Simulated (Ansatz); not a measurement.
## A constructed model of the (111) surface of fcc Ag, (√3x√3)R30° layer of Ga, one a cell, on the site that continues the host's stacking (bottom of the slab: a bare face, its two planes held)

Level of theory: PBE (plane waves to 420 eV, PAW; Ansatz, an electronic-structure program).

Slab: 19 atoms, 14.2 Å thick at the start with caps and adatoms; k 9x9x1, smearing 0.1 eV, dipole-corrected; 6 atoms held, the rest relaxed; start symmetry kept, larger cells not searched; no spin, no spin-orbit, no U. It is one candidate, not shown to be the stable structure of the face.

```yaml
work_function_of_the_top_face: 3.95 eV
energy_released_by_relaxation: 0.041 eV
cost: very roughly 6 core-minutes
```
